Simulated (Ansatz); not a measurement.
Base system: SnO in the litharge type structure (space group P4/nmm, No. 129; layered, stacked along the Cartesian z axis).

```
CELL_PARAMETERS angstrom
      3.77006     0.00000     0.00000
      0.00000     3.77006     0.00000
      0.00000     0.00000     4.55986
ATOMIC_POSITIONS crystal
  Sn 0.50000 0.00000 0.25348
  Sn 0.00000 0.50000 0.74652
  O  0.00000 0.00000 0.00000
  O  0.50000 0.50000 0.00000
```

Cartesian axes are those of the cell as printed.

Calculations: plane-wave PAW DFT at the PBEsol-D3(BJ) level (Ansatz, a program for electronic structure, 420 eV), no SOC.

For the base:

- Pressure = 0.0 GPa
- Volume per atom = 16.20 Å³

Perturbation: compressive biaxial strain of 2.87 % in the plane normal to [001], as in epitaxy on a mismatched substrate; the out-of-plane cell vector and the atoms relax.

Question: Predict the new pressure and volume per atom.

Answer: The pressure (mean of the normal stresses, compression positive) goes from zero to 4.0 GPa; the volume per atom falls by 0.67 Å³ to 15.53 Å³.

Without a gap, meshes like the base's 12×12×10 leave anisotropic stresses uncertain by several tenths of a GPa, and small strain energies with them. Whether these cells are dynamically stable was not tested. All final runs are without spin polarisation.
